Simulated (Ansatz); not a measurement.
Start from ZnCu2SnS4 (space group I-4, No. 82; a = 5.374 Å, c = 10.755 Å). Axes: x, y, z lie along a, b, c of the conventional cell.

Method: DFT with PBEsol, PAW potentials and a 420 eV plane-wave cutoff in Ansatz (a first-principles code), scalar-relativistic without spin-orbit coupling.

For the base:

```
Item                            Result
-----------------------------  -------
Shortest interatomic distance  2.271 Å
```

Modification: biaxial strain +0.75 %, plane normal [001], relaxed out of plane (Cartesian); in-plane vectors clamped, the third vector and the atoms free.

### Question
Predict the new in-plane stress, shortest interatomic distance and out-of-plane strain.

### Answer
The mean in-plane stress (compression positive) is -0.6 GPa; the shortest interatomic distance increases by 0.005 Å to 2.276 Å; the out-of-plane strain amounts to -0.97 %.

No phonon test of stability was made. All final runs are without spin polarisation.
